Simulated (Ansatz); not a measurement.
# Predicting one run from its neighbours: the pressure against the volume, LiNbO3 (R3c, 10 atoms in the cell)

```xyz
10
Lattice="2.6308 1.5189 4.6318 -2.6308 1.5189 4.6318 0.0000 -3.0378 4.6318" Properties=species:S:1:pos:R:3 pbc="T T T"
Li     0.0000     0.0000     3.9949
Li     0.0000     0.0000    10.9426
Nb     0.0000     0.0000     0.1779
Nb     0.0000     0.0000     7.1255
O      1.5929     0.2462     5.7897
O     -1.0097     1.2564     5.7897
O     -0.5832    -1.5026     5.7897
O      0.5832     1.5351     8.1056
O     -1.6211    -0.2625     8.1056
O      1.0378    -1.2727     8.1056
```

Computed with PBE, PAW files (plane waves; Ansatz, a quantum-chemistry and plane-wave program).

Base settings: basis.ecutwfc = 420 eV; kpoints.mp_grid.grid = 5 5 5; kpoints.mp_grid.shift = 0.5 0.5 0.5; hamiltonian.xc = pbe; hamiltonian.pseudopotentials = {kind: paw} (the program's default PAW files); scf.occupations.method = methfessel_paxton; scf.occupations.width = 0.05 eV.

The starting cell was generated: these elements placed on a structure prototype, without a prior relaxation; it need not be a known phase or ordering of this composition. Its lattice was rescaled by a random factor within 2.5 % of one. Ansatz's pressure includes its estimate of the finite-basis (Pulay) stress.

Murnaghan's equation with B′ set to 4 (a common value, assumed and not fitted) makes the pressure a straight line in x = (V₁/V)⁴, here with V₁ = 11.105 Å³/atom: P = a + b·x. The rows are the cell shown with its lattice scaled (for instance lattice scaled by 0.97, lattice scaled by 0.985, lattice scaled by 1.015, lattice scaled by 1.03); fractional positions and shape were held.

```
volume (Å³/atom)  (V₁/V)⁴  pressure (GPa)
----------------  -------  --------------
12.134             0.7015          -14.85
11.612             0.8365           -8.40
11.105             1.0000           -0.37
10.612             1.1992               ?
10.135             1.4414           21.70
```

**Question.** Fit the line to the 4 rows given and predict the withheld one.

**Answer.** Means: x̄ = 0.99485, ȳ = -0.48000. Σ(x − x̄)(y − ȳ) = 15.37 and Σ(x − x̄)² = 0.3106, so b = 49.51 and a = ȳ − b·x̄ = -49.735; P = 0 at x₀ = −a/b = 1.0045, so V₀ = V₁·x₀^(−1/4) = 11.09 Å³/atom and B₀ = 4·b·x₀ = 199 GPa (for B′ = 4 and held positions). The largest residual of the fitted rows is 0.15. At x = 1.1992 the line gives 9.64 GPa. The run gave 9.55 GPa, a miss of 0.09 GPa. The rows were chosen because the form fits them, the withheld one included, so this shows the method and is no test of the form.

Left out of this page: 5 runs of the series outside the window shown, repeating another row's setting, or not comparable.

Keys are those of Ansatz 0.2.
